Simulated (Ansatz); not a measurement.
Abridged Ansatz (a program for electronic structure) output:

```
Relaxation: its limit of steps is 50 (relax.max_steps)
Pseudopotential: Pt, paw, valence charge 18
Crystal: 1 atoms, lattice volume = 14.556 Å³
Basis set: ecut = 420 eV, 283 PW (Γ), exchange–correlation on 40×40×40 points (8 copies of the dense FFT grid, shifted against one another)
Bands: 13, of which v1, the nominal top of the filled ones, is band 9 counted from 1 (8 counted from 0)
Symmetry: 48 space group operations
k-points: 680 of 24389
Functional: x = slater, c = lda
SCF iter   1: F=—  HF=-12245.014588 eV  |F-HF|=—  |Δ(HF+E_count)|=         —  Δρ=6.53e-3  dr2=2.43e-3  ethr=1.77e-3  ⟨swp⟩=5.0  Hψ=49425  notcnv=0
SCF iter   2: F=—  HF=-12245.013632 eV  |F-HF|=—  |Δ(HF+E_count)|=   9.56e-4  Δρ=3.35e-3  dr2=5.32e-4  ethr=1.35e-5  ⟨swp⟩=1.4  Hψ=14997  notcnv=0
SCF 1 converged in 7 iterations: F = -12245.013516 eV  dr2 = 3.47e-12
relax step   1: F+E_penalty+E_count = -12245.01351577 eV  Δ(F+E_penalty+E_count) = +0.000e0 eV  max|allowed force component| = 0.000e0 eV/Å  Δτ_max = 0.0000 Å  (7 SCF iters, accepted)
SCF converged after 7 iterations
Free energy (F): -12245.013516 eV
Internal energy: -12244.961406 eV  (E = F + TS)
E sigma→0 (E₀):  -12244.987461 eV
Entropy (-TS):   -0.052110 eV (-52.110 meV/atom)
Fermi energy:    24.167475 eV
--- Forces (eV/Å), atoms counted from 1 ---
  atom   1  Pt    -0.00000000     0.00000000     0.00000000
--- Stress (GPa, compression-positive) ---
        4.776956       0.000000      -0.000000
        0.000000       4.776956       0.000000
        0.000000       0.000000       4.776956
  P = ⅓ Tr σ = 4.7770 GPa (47.770 kbar)
--- Relaxed structure (1 steps of the walk, 1 accepted, 0 SCFs on fresh bases) ---
  atoms:
    - { symbol: Pt, position: [0.0, 0.0, 0.0] }
```

### Question
What was computed, and what are the main results?

### Answer
Pt, 1 atom in the cell, with DFT with LDA, PAW potentials and a 420 eV plane-wave cutoff in Ansatz, no SOC. The last SCF converged to F = -12245.013516 eV, or -12245.0135 eV per atom, at a pressure of 4.78 GPa. The total energy compares only with runs of the same code, potentials and settings.

The cells carry an imposed strain or load. Stability against distortions was not tested. The final runs are not spin-polarised. The cell was made from Pt in the fcc (Cu type) structure (space group Fm-3m, No. 225) by this change: isotropic strain −0.50 %.

Keys are those of Ansatz 0.2.
